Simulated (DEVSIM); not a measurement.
System: abrupt Si n-p junction, at 350 K.

| layer (left to right) | material | thickness (μm) | Nd (cm⁻³) | Na (cm⁻³) | τn (s) | τp (s) |
|---|---|---|---|---|---|---|
| 1 | Si | 7.70 | 3.1e16 | - | 2e-5 | 2e-5 |
| 2 | Si | 0.450 | - | 9.5e17 | 2e-5 | 2e-5 |

Left contact: ohmic. Right contact: ohmic. Voltage is applied to the left contact. Recombination: SRH at mid-gap, Auger. Mobility is μmin + (μ − μmin)/(1 + (N/Nref)^α).

This is a model device: material constants are rounded textbook-type values typed into the input, and sizes, dopings and lifetimes were drawn at random. Values at 300 K; Nc and Nv go as T^1.5, mobilities as T to minus their exponent, the gap by Varshni's rule with the affinity fixed.

```csv
parameter,Si
gap (eV),1.124
affinity (eV),4.05
permittivity,11.7
Nc (cm⁻³),2.86e19
Nv (cm⁻³),3.1e19
μn (cm²/Vs),1417
μp (cm²/Vs),470
"μn,min",52
"μp,min",45
"Nref,n",9.7e16
"Nref,p",2.2e17
αn,0.68
αp,0.72
T exponent of μn,2.3
T exponent of μp,2.2
Cn (cm⁶/s),2.8e-31
Cp (cm⁶/s),9.9e-32
Varshni α (eV/K),0.000473
Varshni β (K),636
```

Simulated with DEVSIM: 1D drift-diffusion, Boltzmann statistics, complete ionisation; no tunnelling, impact ionisation, image-force lowering or self-heating.

Q: Tabulate band edges, carrier densities and field at -0.9 V on the left contact.

A: Energies count from the Fermi level of the right contact; mesh points crowd at the junctions.

| x (μm) | Ec (eV) | Ev (eV) | n (cm⁻³) | p (cm⁻³) | field (V/cm) |
|---|---|---|---|---|---|
| 0.000 | 1.113 | 0.002 | 3.1e16 | 4600000 | -1200 |
| 0.02207 | 1.110 | 0.000 | 3.3e16 | 1.9e15 | -1200 |
| 0.06797 | 1.105 | -0.006 | 3.6e16 | 5.5e15 | -1000 |
| 0.1521 | 1.098 | -0.013 | 4.2e16 | 1.1e16 | -800 |
| 0.4061 | 1.081 | -0.029 | 5.6e16 | 2.5e16 | -530 |
| 0.7993 | 1.064 | -0.046 | 7.3e16 | 4.2e16 | -370 |
| 1.617 | 1.040 | -0.071 | 1.0e17 | 7.2e16 | -240 |
| 3.822 | 1.001 | -0.110 | 1.7e17 | 1.4e17 | -140 |
| 5.700 | 0.979 | -0.132 | 2.2e17 | 1.9e17 | -100 |
| 6.666 | 0.969 | -0.141 | 2.5e17 | 2.2e17 | -92 |
| 7.171 | 0.965 | -0.146 | 2.6e17 | 2.3e17 | -87 |
| 7.498 | 0.962 | -0.149 | 2.7e17 | 2.4e17 | -84 |
| 7.611 | 0.961 | -0.150 | 2.7e17 | 2.4e17 | -83 |
| 7.665 | 0.961 | -0.150 | 2.7e17 | 2.4e17 | 54 |
| 7.700 | 0.984 | -0.126 | 1.2e17 | 5.4e17 | 40000 |
| 7.720 | 1.003 | -0.108 | 6.3e16 | 1.0e18 | 380 |
| 7.756 | 1.003 | -0.108 | 5.8e16 | 1.0e18 | -100 |
| 7.828 | 1.002 | -0.108 | 4.8e16 | 1.0e18 | -110 |
| 7.989 | 1.000 | -0.110 | 2.5e16 | 9.7e17 | -110 |
| 8.072 | 1.000 | -0.111 | 1.2e16 | 9.6e17 | -110 |
| 8.118 | 0.999 | -0.112 | 5.0e15 | 9.5e17 | -120 |
| 8.150 | 0.999 | -0.112 | 150000 | 9.5e17 | -120 |
